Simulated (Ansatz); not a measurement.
How far a parabola holds: energy against volume of fluorite PtAl₂

Fluorite PtAl₂ was calculated with r²SCAN (Ansatz, a quantum-chemistry and plane-wave program, plane waves, PAW). Settings: plane-wave cutoff 560 eV, 16×16×16 k mesh, Fermi–Dirac smearing 0.05 eV, scalar-relativistic PAW data made under PBE. The cell has no free parameter but its volume, all volumes share cutoff and mesh, and the runs aren't spin-polarised. Energies are free energies at the run's smearing, counted from the lowest row; static lattice.

```csv
V (Å³/atom),E (meV/atom)
16.464,13.06
16.807,3.15
17.150,0.00
17.492,2.92
17.835,11.29
18.178,?
```

Problem. Using a parabola, estimate the missing E at V = 18.178 from the other rows, showing the fit.

Solution. With u = V - 17.1, the rows have u = -0.6360, -0.2930, 0.0500, 0.3920, 0.7350. Least squares gives E = 0.115 - 3.6657·u + 25.9138·u². Residuals (row less fit): 0.132, -0.264, 0.004, 0.260, -0.130; standard error 0.293 (degrees of freedom: 2). The fitted curve has its minimum at V = 17.2, where E = -0.01. Its curvature is d²E/dV² = 2 × 25.9138 meV/Å⁶, so B = V0·d²E/dV² × 0.1602 = 143 GPa. At the withheld row, u = 1.0780, so E = 0.115 - 3.6657 × 1.0780 + 25.9138 × 1.0780² = 26.277 meV/atom. The calculation gives 24.55 meV/atom, 1.727 meV/atom below the prediction (7.0 % of the range of E in the table). The row lies outside the fitted rows, so this is an extrapolation. From the scatter of the fitted rows alone, a prediction at this place has a standard error of 0.693 meV/atom, so the miss is 2.5 times that.

The residuals are curvature that a parabola lacks, not noise. A solid that stiffens under compression and softens on expansion lies above the parabola at the compressed end and under it at the expanded end, as this row does. A third-order Birch-Murnaghan fit to the whole scan has B0 = 142 GPa. Only scans are tabulated whose curvature falls smoothly with volume, and where the parabola meets the shown rows within 5 % of their range and misses the end by 0.1 meV or more.

Spin–orbit coupling is not included.
